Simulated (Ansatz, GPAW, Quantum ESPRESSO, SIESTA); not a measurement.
La (P6_3/mmc, 2 atoms in the cell) computed with different codes at matched settings

Self-consistent single point.

```xyz
2
Lattice="3.7463 0.0000 0.0000 -1.8731 3.2444 0.0000 0.0000 0.0000 6.0824" Properties=species:S:1:pos:R:3 pbc="T T T"
La     0.0000     2.1629     1.5206
La     1.8731     1.0815     4.5618
```

All programs got the same cell, k-point mesh and kind of occupations (in Ansatz's words: kpoints.mp_grid.grid = 13 13 7; scf.occupations.method = gaussian; scf.occupations.width = 0.136 eV); potentials, basis and cutoffs are each program's usual ones.

```
code                                                                                                                                model  pressure (GPa)  k-points       cutoff
----------------  -----------------------------------------------------------------------------------------------------------------------  --------------  --------  -----------
SIESTA            GGA PBE, numerical atomic orbitals DZP, PseudoDojo PBE standard norm-conserving potentials (rewritten from UPF to PSML)            0.79       592  grid 350 Ry
GPAW                                                                                         PBE, GPAW PAW datasets PBE (gpaw-data 1.0.1)            0.56        84       850 eV
Ansatz                                                                                                             PBE, default PAW files            0.44        84       420 eV
Quantum ESPRESSO                                                                           PBE, GBRV 1.5 ultrasoft (PBE) pseudopotentials            0.62        84        40 Ry
```

The spread over the programs that give each value: pressure within 0.35 GPa.

The starting cell was generated: these elements placed on a structure prototype, without a prior relaxation; it need not be a known phase or ordering of this composition. Its lattice was rescaled by a random factor within 2.5 % of one.

Task: Why do the programs differ, and what cannot be compared?

Result: Differences of this kind can come from the potentials, where these differ, and from what each basis and cutoff leave unconverged. The zero of total energies and Fermi levels follows the potentials and each program's conventions, so they are not compared here. SIESTA uses small atom-centred bases, whose incompleteness enters pressures, forces and empty levels differently from a plane-wave cutoff. Ansatz's pressure is given at a fixed set of plane waves, as the other plane-wave codes print theirs. The programs reduce the same mesh by symmetry to different extents, which changes the work and not the result.

Left out of this page: ABINIT (stopped by limits of time or memory); Elk and FLEUR (not drawn, or without a comparable value).

Ansatz is a quantum-chemistry and plane-wave program.

Keys are those of Ansatz 0.2.
